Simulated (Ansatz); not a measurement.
Base system: AgCl in the rock salt structure (space group Fm-3m, No. 225; a = 5.611 Å).

Calculations: DFT with PBE, PAW potentials and a 420 eV plane-wave cutoff in Ansatz (an electronic-structure program), no SOC.

Strains are applied to the cell and any free atomic positions relax.

One change was made to it. Results:

The energy rises by 6.3 meV/atom; the mean gap deformation potential ΔEg/Δln V is +0.3 eV; the pressure goes from zero to 2.14 GPa.

Which change produced these results?
A) isotropic strain +3.00 %
B) isotropic strain +2.00 %
C) isotropic strain −1.50 %
D) isotropic strain −0.50 %

C, isotropic strain −1.50 %. For comparison, the energy relative to the base in the other runs: isotropic strain +2.00 % gives +9.5 meV/atom; isotropic strain −0.50 % gives +0.7 meV/atom; isotropic strain +3.00 % gives +21 meV/atom.

Stability against distortions was not tested.
